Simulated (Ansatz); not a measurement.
Ansatz (an electronic-structure program), DFT, LDA, plane waves, its default PAW files: Cu, atoms displaced (from the phase in space group 139, mp-1010136), 1 atom. Basis and mesh were picked for this test and aren't claimed converged.

- cell = 2.46, 2.46, 2.46 Å; 107.8, 107.8, 112.8°
- task = single point
- k mesh = 16×16×16
- hamiltonian.xc = lda
- kind of files = paw
- scf.occupations.method = fermi_dirac
- scf.occupations.width = 0.1 eV
- output.forces = true
- binding of workers (--pin) = off
- k-point pools (--kpoint-pools) = 1
- memory maximum (--max-ram) = 8GiB
- accuracy = medium (default)
- basis.precision = auto (default)
- basis.xc_grid = 1 (default)
- scf.mixing.algorithm = auto (default)
- scf.mixing.preconditioner = auto (default)
- scf.convergence.dr2_threshold = 1e-07 (default)
- scf.lower_state_search = light (default)
- k-points after symmetry = 349
- bands at the start = 14
- electrons = 19
- plane waves at Γ = 225
- cutoff (eV) = 420
- FFT grid = 18×18×18
- symmetry operations = 16

One run each.

All on 4 threads. Base settings, kept where nothing else is said: scf.eigensolver.kind = auto (default), scf.eigensolver.mixed_precision = false (default), scf.eigensolver.cushion = auto (default), scf.eigensolver.full_accuracy = false (default), scf.algorithm = auto (default) (scf.eigensolver.max_subspace_factor, scf.eigensolver.real_solve not set). The settings tried:
- scf.eigensolver.mixed_precision = true
- scf.eigensolver.kind = davidson, scf.eigensolver.max_subspace_factor = 6
- the base settings
- scf.eigensolver.kind = davidson, scf.eigensolver.mixed_precision = true
- scf.eigensolver.real_solve = false
- scf.eigensolver.kind = davidson, scf.eigensolver.max_subspace_factor = 2
- scf.algorithm = density_mixing
- scf.algorithm = direct_min
- scf.eigensolver.kind = davidson, scf.eigensolver.cushion = true
- scf.eigensolver.full_accuracy = true
- scf.eigensolver.kind = davidson

**Question.** Name the extremes by applications of H to a band: fewest, most, and any that don't converge.

**Answer.** Fewest applications of H to a band, with those close behind: scf.eigensolver.real_solve = false (72058); the base settings (74286); scf.algorithm = density_mixing (74286). Most among those that reach the base run's result: scf.algorithm = direct_min (154555); scf.eigensolver.full_accuracy = true (136157). All converged.

```tsv
setting	applications of H to a band	SCF iterations (all cycles of the run, searches included)	end
scf.eigensolver.real_solve = false	72058	6	converged
the base settings	74286	6	converged
scf.algorithm = density_mixing	74286	6	converged
scf.eigensolver.kind = davidson, scf.eigensolver.max_subspace_factor = 6	100383	6	converged
scf.eigensolver.kind = davidson	100930	6	converged
scf.eigensolver.kind = davidson, scf.eigensolver.cushion = true	104448	6	converged
scf.eigensolver.kind = davidson, scf.eigensolver.max_subspace_factor = 2	106554	6	converged
scf.eigensolver.kind = davidson, scf.eigensolver.mixed_precision = true	110684	6	converged
scf.eigensolver.mixed_precision = true	110684	6	converged
scf.eigensolver.full_accuracy = true	136157	6	converged
scf.algorithm = direct_min	154555	4	converged
```

An iteration's cost differs between solvers, so these counts don't give the time.

Keys are those of Ansatz 0.2.
